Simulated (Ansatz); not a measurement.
## P, response to strain

The parent structure is P in the black-P type structure (space group Cmce, No. 64; a = 3.302 Å, b = 10.691 Å, c = 4.467 Å; layered, stacked along the Cartesian y axis). Axes: x, y, z lie along a, b, c of the conventional cell.

Strains are applied to the cell and any free atomic positions relax; under biaxial strain the out-of-plane vector relaxes too.

Calculations: Kohn–Sham DFT with the r2SCAN+rVV10 functional, run in Ansatz (an electronic-structure program) with PAW and 500 eV plane waves, no spin-orbit coupling, earlier PAW set.

Notes on the quantities. pressure: mean of the normal stresses, compression positive.

| variant | space group | shortest interatomic distance | pressure |
|---|---|---|---|
| base | Cmce (No. 64) | 2.213 Å | 0.0 GPa |
| biaxial strain −3.48 %, plane normal [001], relaxed out of plane | Cmce (No. 64) | [?] | 3.3 GPa |
| biaxial strain −0.56 %, plane normal [001], relaxed out of plane | Cmce (No. 64) | 2.208 Å | 0.5 GPa |
| biaxial strain +0.48 %, plane normal [001], relaxed out of plane | Cmce (No. 64) | [?] | -0.4 GPa |
| isotropic strain −1.65 % | Cmce (No. 64) | 2.196 Å | 2.4 GPa |
| isotropic strain −0.32 % | Cmce (No. 64) | 2.210 Å | 0.4 GPa |
| uniaxial strain ε_yy = −2.24 % | Cmce (No. 64) | 2.213 Å | 0.5 GPa |
| uniaxial strain ε_zz = −1.95 % | Cmce (No. 64) | [?] | 0.7 GPa |
| tensor shear ε_yz = +0.69 % | C2/m (No. 12) | 2.213 Å | 0.0 GPa |
| tensor shear ε_xy = −0.63 % | P2_1/c (No. 14) | 2.213 Å | 0.0 GPa |

Question: Complete the table.

Answer: 
- biaxial strain −3.48 %, plane normal [001], relaxed out of plane, shortest interatomic distance: 2.184 Å
- biaxial strain +0.48 %, plane normal [001], relaxed out of plane, shortest interatomic distance: 2.217 Å
- uniaxial strain ε_zz = −1.95 %, shortest interatomic distance: 2.211 Å

A case with no gap was solved on a k-mesh chosen for an insulator, which is coarse for it. No phonon test of stability was made.
